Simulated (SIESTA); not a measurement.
A self-consistent single point of InSe (C2/m, 4 atoms in the cell) with SIESTA.

Method: LDA PW92, numerical atomic orbitals DZP, PseudoDojo LDA standard norm-conserving potentials (rewritten from UPF to PSML) (SIESTA 5.4.2).

```xyz
4
Lattice="5.8264 -2.0547 0.0000 5.8264 2.0547 0.0000 -1.7232 0.0000 4.7714" Properties=species:S:1:pos:R:3 pbc="T T T"
In    -0.3397     0.0000     4.5479
In    10.2693     0.0000     0.2235
Se     3.3807     0.0000     1.5795
Se     6.5489     0.0000     3.1918
```

Reference input (self-consistent single point, DFT, GGA PBEsol, numerical atomic orbitals DZP, PseudoDojo PBEsol standard norm-conserving potentials (rewritten from UPF to PSML)): XC.functional = GGA; XC.authors = PBEsol; potentials = PseudoDojo PBEsol standard; PAO.BasisSize = DZP; PAO.EnergyShift = 0.01 Ry; MeshCutoff = 300 Ry; kgrid.MonkhorstPack = 5 5 4; OccupationFunction = FD; ElectronicTemperature = 10 K; MaxSCFIterations = 150; SCF.Mixer.Method = Broyden; SCF.Mixer.Weight = 0.1. This run's input differs from it in these lines:

```diff
@@ -1,2 +1,2 @@
-# files in the folder: In.psml Se.psml (PseudoDojo PBEsol standard)
+# files in the folder: In.psml Se.psml (PseudoDojo LDA standard)
 SystemName  InSe
@@ -24,4 +24,4 @@
 
-XC.functional                GGA
-XC.authors                   PBEsol
+XC.functional                LDA
+XC.authors                   PW92
 PAO.BasisSize                DZP
```

Output (repeated stretches shortened):

```
        iscf     Eharris(eV)        E_KS(eV)     FreeEng(eV)     dDmax    Ef(eV) dHmax(eV)
   scf:    1   -10197.942044   -10196.633626   -10196.633626  1.228862 -4.342931  4.890981
   scf:    2   -10197.406561   -10197.035304   -10197.035304  0.028374 -4.352619  3.927061
   scf:    3   -10197.892078   -10197.609593   -10197.609593  0.092720 -3.323525  1.027060
   scf:    4   -10197.690705   -10197.659077   -10197.659077  0.038093 -3.779058  0.218334
   scf:    5   -10197.661293   -10197.660323   -10197.660323  0.006222 -3.824794  0.064467
   [... 5 lines left out ...]
   scf:   11   -10197.661299   -10197.661298   -10197.661298  0.000053 -3.878713  0.001737
   scf:   12   -10197.661299   -10197.661298   -10197.661298  0.000036 -3.879561  0.000758
   scf:   13   -10197.661299   -10197.661298   -10197.661298  0.000015 -3.879898  0.000411
   scf:   14   -10197.661298   -10197.661298   -10197.661298  0.000006 -3.880029  0.000280
SCF Convergence by DM+H criterion
max |DM_out - DM_in|         :     0.0000058378
max |H_out - H_in|      (eV) :     0.0002804118
SCF cycle converged after 14 iterations

Using DM_out to compute the final energy and forces

siesta: E_KS(eV) =           -10197.6613

siesta: E_KS - E_eggbox =    -10197.6613

siesta: Atomic forces (eV/Ang):
     1   -0.437092   -0.000000    0.081260
     2    0.437092   -0.000000   -0.081260
     3   -0.021340   -0.000000    0.308466
     4    0.021340    0.000000   -0.308466
   Tot   -0.000000   -0.000000   -0.000000
   Max    0.437092
   Res    0.221080    sqrt( Sum f_i^2 / 3N )
   Max    0.437092    constrained

Stress tensor Voigt[x,y,z,yz,xz,xy] (kbar):       23.21        9.19       16.25       -0.00       -6.32       -0.00
(Free)E + p*V (eV/cell)   -10198.8175
   [... lines left out ...]
siesta: FreeEng =    -10197.661298
   [... lines left out ...]
siesta:     0.014487    0.000000   -0.003944
siesta:    -0.000000    0.005734    0.000000
siesta:    -0.003943   -0.000000    0.010142

siesta: Cell volume =        114.237642 Ang**3

siesta: Pressure (static):
siesta:                Solid            Molecule  Units
siesta:          -0.00011023         -0.00025511  Ry/Bohr**3
siesta:          -0.01012072         -0.02342274  eV/Ang**3
siesta:         -16.21517664        -37.52736137  kBar
```

The run converged in 14 iterations. Against the reference run the pressure goes from 0.13 to -1.62 GPa, the largest force goes from 0.482 to 0.445 eV/Å and the gap on the mesh goes from 1.166 to 1.091 eV.

The starting cell comes from a database of computed structures (which also holds hypothetical and non-ambient phases and stackings), without a prior relaxation at this level. Values carry the incompleteness of an atom-centred basis.
